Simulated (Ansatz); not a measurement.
SiC (model structure, started from the GeS type, Pnma, No. 62, 8 atoms in the cell): bulk modulus B0 by level of theory

No measured value is used here.

```tsv
level (code)	value (GPa)	cell (Å³/atom)
LDA (Ansatz)	?	11.54
PBEsol (Ansatz)	149	11.78
r²SCAN (Ansatz)	156	11.71
```

### Question
What belongs in the gaps?

### Answer

- LDA (Ansatz, a first-principles code), value (GPa): 151

LDA, PBEsol, r²SCAN: the bulk modulus is −V dP/dV from two relaxed cells at ±2 % in volume. Each level is taken at its own relaxed cell. Cutoffs differ between the levels. Ansatz's density-functional and Hartree–Fock values are scalar-relativistic unless marked +SOC, with PAW data made under PBE.

A model structure was made by putting elements into a prototype or built by hand; it is no filed structure, need not be a known phase, and can be a saddle point held by its symmetry.
